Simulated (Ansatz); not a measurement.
Start from CdS in the zinc blende structure (space group F-43m, No. 216; a = 5.927 Å).

One thing is altered: a hydrostatic pressure of 75 GPa.

Levels (all Ansatz, a quantum-chemistry and plane-wave program, PAW): PBE (420 eV, scalar-relativistic without spin-orbit coupling); HSE06+SOC (420 eV, with spin-orbit coupling).

The geometry is relaxed with PBE.

| Item | Result |
|---|---|
| PBE valence-band top at Γ | 0.00, 0.00, 0.00 eV |
| PBE lowest conduction level above the VBM at special points | Γ 1.78 eV; X 2.55 eV; L 3.15 eV |

With HSE06+SOC at the same geometry, the valence-band top at Γ (three highest Kramers pairs, from the VBM) becomes 0.00, 0.00, -0.02 eV (PBE: 0.00, 0.00, 0.00 eV); the lowest conduction level above the VBM at special points goes from Γ 1.78 eV; X 2.55 eV; L 3.15 eV to Γ 2.82 eV; X 3.41 eV; L 4.24 eV. The threefold valence maximum splits by Δso ≈ 15 meV.

Single points use the geometry relaxed with PBE. The spin-orbit shifts are approximate. The levels and masses belong to the bands next to the band gap. Load acts through the strain it causes; cell and atoms are relaxed under it. No phonon test of stability was made. Tetrahedral semiconductors of this kind turn to denser phases somewhere between about 1 and 50 GPa; those were not computed, so compressed cells here can lie past the real transition.
